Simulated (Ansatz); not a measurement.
Defect migration in alpha quartz: F-vacancy pair (F on one host O site, one O site vacant), charge state +1. Computed with PBE, PAW (plane waves to 420 eV; Ansatz, a quantum-chemistry and plane-wave program).

Cell of 72 host sites held at the relaxed PBE lattice; the Γ point alone; Fermi-Dirac width 0.01 eV, spin-restricted; finite-size errors left in. Energies are static. The charge state is imposed; whether it is stable for some Fermi level was not computed. Forms of the defect that were not tried may lie lower.

Barriers: single points on a 2×2×2 k-point mesh shifted by half a step along c at the bands' geometries.

Relaxed starting cell (atoms counted from 1):

```xyz
71
Lattice="10.0423 0.0000 0.0000 -5.0211 8.6968 0.0000 0.0000 0.0000 11.0190" Properties=species:S:1:pos:R:3 pbc="T T T"
Si    -1.4737     1.9542     2.1518
Si    -1.1959     2.1049     7.3420
Si    -3.6986     6.3828     1.8437
Si    -3.7431     6.4050     7.3468
Si     3.7091     2.0681     1.9048
Si     3.8426     1.9892     7.3581
Si     1.3783     6.5208     1.7870
Si     1.3452     6.4305     7.3417
Si     1.2264     2.2407    -0.0352
Si     1.3463     2.2623     5.5268
Si    -1.2028     6.6436     0.0159
Si    -1.2268     6.5442     5.5544
Si     6.2441     2.2374     0.0105
Si     6.3157     2.2856     5.5220
Si     3.8408     6.5437    -0.0374
Si     3.8619     6.7156     5.4416
Si     2.3886    -0.0506     3.7118
Si     2.3601    -0.0527     9.1870
Si    -0.0301     4.3979     3.7275
Si    -0.1271     4.3968     9.1695
Si     7.5829     0.2060     3.5750
Si     7.4483    -0.0131     9.1886
Si     4.8927     4.3665     3.6898
Si     4.9508     4.2806     9.1575
F     -0.0105     1.5666     1.0119
O      0.2388     1.8264     6.6340
O     -2.2559     6.1178     1.1414
O     -2.2811     6.1238     6.7086
O      4.9923     1.8407     0.9537
O      5.2659     1.6989     6.6184
O      2.7267     6.0278     1.0329
O      2.7592     6.2750     6.5537
O      0.9294     3.6599     4.8033
O      0.6439     3.6085    10.4038
O     -1.7012     7.9099     4.8152
O     -1.7386     8.0285    10.3707
O      5.7812     3.6720     4.8661
O      5.9760     3.6459    10.2661
O      3.4800     8.1217     4.6664
O      3.3771     7.9422    10.2882
O      3.3783     0.6598     2.6288
O      3.2987     0.6167     8.0448
O      0.8653     5.3046     2.7294
O      0.9543     5.0473     8.1348
O      8.3946     0.7427     8.1025
O      5.8959     4.9968     2.5695
O      5.7916     4.9938     7.9694
O      2.4199     2.5036     0.9825
O      2.7790     2.5136     6.2458
O      0.2362     6.9298     0.7097
O      0.2214     6.8125     6.2323
O      7.5710     2.4029     0.9721
O      7.7585     2.5443     6.2149
O      5.2479     6.8391     0.7257
O      5.2877     6.9465     6.1879
O      1.4410     1.0790     4.4051
O      1.4025     1.0954     9.8851
O     -1.1342     5.3257     4.4681
O     -1.0593     5.5284     9.8560
O      6.5153     1.1950     4.3071
O      6.4984     1.0597     9.9547
O      3.9607     5.5368     4.3232
O      3.9852     5.3707     9.8712
O     -0.8216     3.2255     2.8789
O     -1.0713     3.3201     8.4175
O     -3.6035     7.5904     2.9404
O     -3.6382     7.5297     8.5289
O      3.9362     3.2539     2.9838
O      4.0125     3.1052     8.5345
O      1.7428     7.8691     2.6410
O      1.4541     7.6212     8.4441
```
Cell charge +1.

End state 1 differs by these moves (Å; atoms that move under 0.15 Å are left out):

| atom | element | Δx | Δy | Δz |
|---|---|---|---|---|
| 1 | Si | 0.14 | 0.28 | -0.18 |
| 7 | Si | -0.01 | 0.19 | 0.14 |
| 14 | Si | 0.10 | -0.34 | -0.15 |
| 16 | Si | -0.04 | -0.17 | 0.13 |
| 21 | Si | -0.25 | -0.01 | 0.36 |
| 23 | Si | 0.06 | -0.14 | -0.04 |
| 31 | O | 0.06 | 0.32 | 0.19 |
| 32 | O | -0.04 | -0.25 | 0.10 |
| 37 | O | 0.15 | -0.46 | -0.40 |
| 39 | O | -0.26 | -0.29 | 0.11 |
| 43 | O | 0.18 | 0.16 | 0.19 |
| 48 | O | 0.09 | 0.03 | -0.15 |
| 52 | O | 0.07 | 0.08 | -0.14 |
| 55 | O | -0.10 | 0.06 | 0.14 |
| 60 | O | 1.92 | -0.14 | -1.30 |
| 62 | O | 0.22 | -0.23 | 0.26 |
| 63 | O | -0.10 | -0.08 | 0.14 |
| 64 | O | 0.12 | 0.33 | -0.29 |
| 70 | O | -0.34 | 0.21 | 0.19 |

Q: Give the forward and backward barriers to end state 1 at the level PBE, PAW.

A: forward 3.32 eV, backward 3.14 eV; at the saddle point atom 60 has neighbours Si at 1.69, Si at 1.90, Si at 1.92 Å. The saddle point's order was not checked.
